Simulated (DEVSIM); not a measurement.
## illuminated Si n-on-p cell, one wavelength

System: illuminated Si n-on-p cell, one wavelength, at 300 K.

| layer (left to right) | material | thickness (μm) | Nd (cm⁻³) | Na (cm⁻³) | τn (s) | τp (s) | absorption coefficient (cm⁻¹) |
|---|---|---|---|---|---|---|---|
| 1 | Si | 0.660 | 6.9e18 | - | 6.1e-7 | 4.4e-7 | 19000 |
| 2 | Si | 25.0 | - | 1.4e17 | 6.6e-6 | 6.6e-6 | 19000 |

Left contact: ohmic, minority hole recombination velocity 5e6 cm/s. Right contact: ohmic, minority electron recombination velocity 2e6 cm/s. Voltage is applied to the left contact. Recombination: SRH at mid-gap, radiative, Auger. Gap narrowing is on: ΔEg = 6.92 meV × (l + √(l² + 0.5)), l = ln(N/1.3e17 cm⁻³), shared equally by both band edges. Light enters at the left, 8.2e17 photons cm⁻² s⁻¹, one pass, no reflection. Mobility is μmin + (μ − μmin)/(1 + (N/Nref)^α).

The device is made up for the run: typed textbook-type constants, with dimensions and the other settings drawn at random. Values at 300 K.

```tsv
parameter	Si
gap (eV)	1.124
affinity (eV)	4.05
permittivity	11.7
Nc (cm⁻³)	2.86e19
Nv (cm⁻³)	3.1e19
μn (cm²/Vs)	1417
μp (cm²/Vs)	470
μn,min	52
μp,min	45
Nref,n	9.7e16
Nref,p	2.2e17
αn	0.68
αp	0.72
B (cm³/s)	4.7e-15
Cn (cm⁶/s)	2.8e-31
Cp (cm⁶/s)	9.9e-32
```

Simulated with DEVSIM: 1D drift-diffusion, Boltzmann statistics, complete ionisation; no tunnelling, impact ionisation, image-force lowering or self-heating.

- Potential step across the device at zero bias: 0.917 V
- Largest field in the device at zero bias: 200000 V/cm
- Dark forward voltage at 1 A/cm²: 0.699 V
- Dark forward voltage at 100 A/cm²: 0.831 V
- Short-circuit current: 74.5 mA/cm²
- Open-circuit voltage: 0.632 V
- Fill factor: 0.83
- Largest power: 39.3 mW/cm²
- Share of generated pairs collected at short circuit: 0.567

Dark forward current:

| V (V) | J (A/cm²) |
|---|---|
| -0.05 | -1.8e-10 |
| -0.10 | -6.9e-10 |
| -0.15 | -2.4e-9 |
| -0.20 | -9.2e-9 |
| -0.25 | -4.3e-8 |
| -0.30 | -2.4e-7 |
| -0.35 | -1.5e-6 |
| -0.40 | -9.9e-6 |
| -0.45 | -6.7e-5 |
| -0.50 | -0.00046 |
| -0.55 | -0.0032 |
| -0.60 | -0.022 |
| -0.65 | -0.15 |
| -0.70 | -1.0 |
| -0.75 | -7.0 |
| -0.80 | -41 |
| -0.85 | -170 |
| -0.90 | -480 |
| -0.95 | -1000 |
| -1.00 | -1800 |
| -1.05 | -2900 |

Current under light (generator sign):

| V (V) | J (mA/cm²) |
|---|---|
| 0.00 | 74.5 |
| 0.08 | 74.5 |
| 0.18 | 74.5 |
| 0.28 | 74.5 |
| 0.38 | 74.5 |
| 0.48 | 74.2 |
| 0.50 | 74.0 |
| 0.52 | 73.4 |
| 0.54 | 72.3 |
| 0.56 | 69.7 |
| 0.58 | 64.3 |
| 0.60 | 52.4 |
| 0.62 | 26.8 |
| 0.64 | -28.8 |
